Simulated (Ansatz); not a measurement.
Consider MoSi₂ (space group I4/mmm, No. 139; a = 3.202 Å, c = 7.819 Å). Axes: x, y, z lie along a, b, c of the conventional cell.

Calculations: Ansatz (an electronic-structure program) r2SCAN, spin-orbit coupling left out, earlier PAW set.

For the base:

The pressure is 0.0 GPa and the band gap is zero.

Modification: a pure shear with ε_yz = ε_zy = 0.0098, atoms relaxed at fixed cell.

What happens to the pressure, energy relative to the base and band gap?

The pressure (mean of the normal stresses, compression positive) is nearly the same (0.0 GPa against 0.1 GPa); the energy goes up by 3.4 meV/atom; the band gap stays zero.

A case with no gap was solved on a k-mesh chosen for an insulator, which is coarse for it. Without a gap, meshes like the base's 14×14×14 leave anisotropic stresses uncertain by several tenths of a GPa, and small strain energies with them. The cells carry an imposed strain or load. No phonon test of stability was made. All final runs are without spin polarisation.
